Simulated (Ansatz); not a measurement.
Worked calculations on one periodic cell of amorphous Si₂₄O₅₀Ge: Si24O50Ge, 75 atoms, volume 1160.6 Å³, made by a melt-quench on the CHGNet potential and relaxed with DFT. O atoms were pushed apart under 1.9 Å during the dynamics, to hinder bonds among them. It is a model cell: composition and starting density were chosen by hand, and all elements were melted together. Cycles of charging were run to anneal it. Calculation: PBE, scalar-relativistic without spin-orbit coupling (plane waves to 420 eV, PAW; Ansatz, a first-principles code). Sampling: a 2×2×2 Γ-centred mesh; Fermi-Dirac width 0.02 eV; no spin polarisation. Its volume was relaxed, its shape was held as a cube, and it stands at a mean pressure of 0.0 GPa with stress components up to 2.3 GPa; the relaxation ran on the zone centre alone. Its density went from a set 2.27 to 2.21 g/cm³. The cell is small and was quenched far faster than a real film, so it is one sample of the glass.

Count formal charges (Si +4, O -2, Ge +4). What does the count lead one to expect at the Fermi level, and what does the calculation give?

24 × (+4) + 50 × (-2) + 1 × (+4) = 0. The charges balance, so the anion-derived valence states can be full and a gap can open. On this mesh the highest filled and lowest empty level lie 4.61 eV apart, the PBE gap of this cell, with a localised state at one edge or both.

Four energies for an added electron at PBE on the zone centre alone (charged cells in a uniform background, spin-polarised): neutral at the neutral geometry -47998.451 eV; charged at the neutral geometry -47992.825 eV; charged and relaxed -47993.850 eV; neutral at the charged geometry -47996.756 eV.

Find the two relaxation energies and their sum, the reorganisation energy.

On charging: -47992.825 − (-47993.850) = 1.025 eV. On discharging: -47996.756 − (-47998.451) = 1.695 eV. The sum is 2.720 eV. The carrier's level spreads over 4 of the 75 atoms' worth, so it counts as localised, most on one Ge atom with neighbours O 1.76 Å, O 1.77 Å, O 1.79 Å, O 1.79 Å (neutral geometry). The values are uncorrected: the image energy of a point charge in this cell, 2.84 × 14.40 / (2 × 10.5) = 1.9 eV before screening, is screened by electrons alone at the fixed geometry and by ions too after relaxing, and the carrier can be spread before it relaxes, so each term can be off by up to that value times 1/ε∞, some tenths of an eV. PBE's self-interaction favours spread-out carriers, so a hybrid can localise more.
